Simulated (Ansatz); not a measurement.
The starting structures come from a database of crystals and need not be the phases stable at ambient conditions.

 Where the default PAW files enter, the runs use the earlier of Ansatz's two default sets.

Tunnelling through a barrier is set by its complex band structure: the current falls as exp(−2κd) with the smallest κ.

Consider the following.

```xyz
8
Lattice="3.7413 0.0000 0.0000 -1.8707 3.2401 0.0000 0.0000 0.0000 14.8400" Properties=species:S:1:pos:R:3 pbc="T T T"
Sc     0.0000     0.0000     7.4200
Sc     0.0000     0.0000     0.0000
Tl     1.8707     1.0800    11.1300
Tl     0.0000     2.1600     3.7100
S      0.0000     2.1600    13.4226
S      1.8707     1.0800     1.4174
S      1.8707     1.0800     6.0026
S      0.0000     2.1600     8.8374
```

Space group of this cell: P6_3/mmc. The cell was relaxed by PBE-D3(BJ); by PBEsol its mean pressure is -0.8 GPa.

Transport runs along the normal of the first two printed cell vectors, the (001) plane of the conventional cell.

No gap correction and no spin-orbit coupling; mid-gap values are interpolated between computed energies.

Give the band gap and the smallest decay constant κ at mid-gap that Ansatz (an electronic-structure program) with PBEsol yields.

Gap 0.81 eV on a 12×12×2 mesh; κ = 0.115 1/Å, at the zone centre.
